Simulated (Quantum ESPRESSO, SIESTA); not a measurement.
Pressure against volume in fcc Sr (space group 225) (SIESTA, PBE)

```
CELL_PARAMETERS angstrom
      0.00000     3.09910     3.09910
      3.09910     0.00000     3.09910
      3.09910     3.09910     0.00000
ATOMIC_POSITIONS crystal
  Sr 0.00000 0.00000 0.00000
```

Method of the run: GGA PBE, numerical atomic orbitals DZP, PseudoDojo PBE standard norm-conserving potentials (rewritten from UPF to PSML) in SIESTA. Settings: XC.functional = GGA; XC.authors = PBE; potentials = PseudoDojo PBE standard; PAO.BasisSize = DZP; PAO.EnergyShift = 0.01 Ry; MeshCutoff = 455 Ry; kgrid.MonkhorstPack = 24 24 24; OccupationFunction = FD; ElectronicTemperature = 0.05 eV; MaxSCFIterations = 150; SCF.Mixer.Method = Broyden; SCF.Mixer.Weight = 0.25; SCF.Mixer.History = 8; SCF.DM.Tolerance = 1.0E-04. The cell above is the first row's. The rows scale it uniformly. In all rows the k mesh is held.

| V (Å^3/atom) | P (GPa) |
|---|---|
| 59.5302 | 1.44 |
| 60.8243 | 1.00 |
| 62.1185 | 0.62 |
| 63.4126 | 0.25 |
| 64.7067 | -0.07 |
| 66.0008 | -0.35 |
| 67.2950 | -0.61 |
| 68.5891 | -0.83 |
| 69.8833 | ? |

Fit P of the 8 rows that show it with a cubic. With u = V - 64.1, the rows have u = -4.5698, -3.2757, -1.9815, -0.6874, 0.6067, 1.9008, 3.1950, 4.4891. Least squares gives P = 0.079 - 0.2475·u + 0.01047·u² - 0.000105·u³. Residuals (row less fit): 0.001, -0.006, 0.009, -0.004, -0.003, 0.004, -0.002, 0.001; standard error 0.006 (degrees of freedom: 4). The fitted pressure is zero at V0 = 64.42, where dP/dV = -0.2408, so B0 = -V0·dP/dV = 15.5 GPa.

Question: Estimate the missing P (V = 69.8833); what did the run itself give?

Answer: u = 5.7833, so P = 0.079 - 0.2475 × 5.7833 + 0.01047 × 5.7833² - 0.000105 × 5.7833³ = -1.022 GPa. The calculation gives -1.03 GPa, 0.008 GPa below the prediction (0.3 % of the range of P in the table). The row lies outside the fitted rows, so this is an extrapolation. From the scatter of the fitted rows alone, a prediction at this place has a standard error of 0.017 GPa, so the miss is 0.5 times that.

Carrying the step between the two nearest rows on in a straight line would have given -1.05, off by 0.02; series whose last step already gives the withheld value aren't shown. The reference cell has the volume at which an earlier scan in this program and functional put its minimum by a fit (its basis settings may differ). A plane-wave scan with the same functional (Quantum ESPRESSO, GBRV) gives V0 = 54.86 Å^3/atom and B0 = 11.6 GPa; a Birch-Murnaghan fit to all rows here lies 17.4 % from it in V0 and 32 % in B0; the two differ in basis, and may differ in potentials and mesh. Values carry the incompleteness of an atom-centred basis. Cutoffs and mesh are single choices, not tested for convergence of this quantity. Series with a scatter that would blur these digits, or in which a gap closes, are not shown.
